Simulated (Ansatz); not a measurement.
**Element substitutions in SrTiO3**

Take SrTiO₃ in the cubic perovskite structure (space group Pm-3m, No. 221; a = 3.891 Å) as the base.

Each row replaces one element on all its sites; cell and atoms are relaxed.

Level of theory: PBEsol/PAW in Ansatz (an electronic-structure program), no SOC.

```
variant  band gap  lattice parameter a
-------  --------  -------------------
base      1.85 eV              3.891 Å
Ti → Sc      zero              4.077 Å
Ti → Zr   3.31 eV              4.130 Å
Ti → Be      zero              3.673 Å
```

The magnetic state is the one reached from the starting moments; the real material's order can differ, and small cells can't hold many antiferromagnetic ones. No phonon test of stability was made. For SrScO3 and SrBeO3 in this form, whether it has been made was not checked. Spin-polarised in the final run: SrScO3 and SrBeO3; the other runs are not. Many cubic perovskites are stable only at high temperature; tilts and polar distortions were not tested.
